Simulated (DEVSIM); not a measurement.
System: abrupt Si p-n junction, at 500 K.

Layer 1 from the left is Si, thickness (μm) 51.0, Na (cm⁻³) 4.4e18, τn (s) 1.8e-6, τp (s) 1.8e-6. Layer 2 from the left is Si, thickness (μm) 0.760, Nd (cm⁻³) 4.5e16, τn (s) 1.8e-6, τp (s) 1.8e-6.

Left contact: ohmic. Right contact: ohmic. Voltage is applied to the left contact. Recombination: SRH at mid-gap, Auger. Mobility is constant in doping.

The device is made up for the run: typed textbook-type constants, with dimensions and the other settings drawn at random. Values at 300 K; Nc and Nv go as T^1.5, mobilities as T to minus their exponent, the gap by Varshni's rule with the affinity fixed.

Si: gap (eV) 1.124, affinity (eV) 4.05, permittivity 11.7, Nc (cm⁻³) 2.86e19, Nv (cm⁻³) 3.1e19, μn (cm²/Vs) 1417, μp (cm²/Vs) 470, T exponent of μn 2.3, T exponent of μp 2.2, Cn (cm⁶/s) 2.8e-31, Cp (cm⁶/s) 9.9e-32, Varshni α (eV/K) 0.000473, Varshni β (K) 636.

DEVSIM, 1D drift-diffusion, Boltzmann statistics, complete ionisation; no tunnelling, impact ionisation, image-force lowering or self-heating.

Problem. What does the simulation give for the potential step across the device at zero bias, the dark forward voltage at 1 A/cm², the dark forward voltage at 100 A/cm², the largest field in the device at zero bias?

Solution. potential step across the device at zero bias 0.637 V; dark forward voltage at 1 A/cm² 0.158 V; dark forward voltage at 100 A/cm² 0.366 V; largest field in the device at zero bias 160000 V/cm.
